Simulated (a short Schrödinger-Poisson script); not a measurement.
**MOS inversion layer, Al2O3 on p-type Si(100)**

Structure: MOS inversion layer, Al2O3 on p-type Si(100), at 300 K.

```csv
layer,material,thickness (nm),Na (cm⁻³)
1,Al2O3,2.2,-
2,Si,310,1.9e18
```

Constants are typed, rounded textbook-type inputs, not results; the design itself was drawn at random and stands for no fabricated device. Al2O3: permittivity 9, conduction-band edge (eV) 2.7, gap (eV) 6.8, electron mass (mₑ) 0.3. Si: permittivity 11.7, conduction-band edge (eV) 0, gap (eV) 1.124, Nv at 300 K (cm⁻³) 3.1e19.

Channel valleys (confinement mass, in-plane density-of-states mass, number): Δ2 0.916, 0.19, 2; Δ4 0.19, 0.417, 4. At the gate the conduction-band edge of layer 1 lies 3.07 eV − eVg above the Fermi level of the channel; the field vanishes at the back. Gaps are held at their typed values at every temperature. Mesh 0.03 nm at interfaces.

Solved with a short Schrödinger-Poisson script written for these runs: 1D Poisson equation in equilibrium, electrons quantum, Hartree (BenDaniel-Duke, 12 states a valley, the channel's in-plane mass for all, wave functions free to enter the dielectric), parabolic valleys, classical holes, full ionisation, no traps, pinning or gate leakage.

```
Vg (V)  electrons (cm⁻²)  C (μF/cm²)  Δ2 E0 (meV)  Δ2 E1 (meV)  Δ4 E0 (meV)  Δ4 E1 (meV)
------  ----------------  ----------  -----------  -----------  -----------  -----------
0.35              8.39e6       0.393        345.6        441.0        416.8        571.3
0.4               4.25e7       0.384        303.3        400.8        375.9        533.8
0.45              2.17e8       0.376        260.9        360.2        334.6        496.0
0.5               1.12e9       0.372        218.3        319.4        293.2        457.8
0.55              5.74e9       0.386        175.7        278.6        251.8        419.6
0.6              2.87e10       0.478        133.8        238.5        211.1        381.8
0.65             1.24e11       0.809         95.4        201.9        173.9        347.4
0.7              3.88e11        1.36         65.2        173.6        145.0        320.9
0.75             8.38e11        1.80         44.0        154.6        125.3        303.2
0.8              1.42e12        2.06         28.9        141.7        111.8        291.5
0.85             2.07e12        2.23         17.3        132.4        101.8        283.1
0.9              2.77e12        2.34          7.9        125.2         94.0        276.8
0.95             3.50e12        2.41         -0.2        119.4         87.6        271.8
1                4.25e12        2.47         -7.3        114.6         82.1        267.6
1.05             5.03e12        2.52        -13.8        110.4         77.2        264.1
1.1              5.81e12        2.56        -19.7        106.8         72.9        261.1
1.15             6.61e12        2.59        -25.3        103.5         68.9        258.5
1.2              7.42e12        2.61        -30.5        100.6         65.2        256.1
1.25             8.24e12        2.64        -35.5         97.9         61.8        254.0
1.3              9.06e12        2.66        -40.3         95.5         58.6        252.1
1.35             9.89e12        2.68        -44.9         93.2         55.5        250.3
```

Subbands count from the Fermi level.
